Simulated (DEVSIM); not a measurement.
Structure: Au/Si3N4/p-Si capacitor, at 300 K.

Layer 1 from the left is Si3N4, thickness (nm) 14.0. Layer 2 from the left is Si, thickness (nm) 1700, Na (cm⁻³) 1.1e16.

Metal gate on the left, work function 5.1 eV. Fixed charge at the semiconductor interface 0 cm⁻² (in units of +e); interface traps 8.6e11 cm⁻² eV⁻¹, uniform in energy, neutral level at 0.7 of the gap above the valence band.

Constants are typed, rounded textbook-type inputs, not results; the design itself was drawn at random and stands for no fabricated device. Values at 300 K.

Si3N4: gap (eV) 5.1, affinity (eV) 2.1, permittivity 7.5. Si: gap (eV) 1.124, affinity (eV) 4.05, permittivity 11.7, Nc (cm⁻³) 2.86e19, Nv (cm⁻³) 3.1e19.

Simulated with DEVSIM: 1D Poisson equation in equilibrium, Boltzmann statistics, complete ionisation; no quantum confinement or tunnelling. Metal contacts follow the ideal Schottky-Mott rule: no Fermi-level pinning, no interface dipoles.

### Question
What does the simulation give for the flat-band voltage?

### Answer
flat-band voltage -0.04 V.
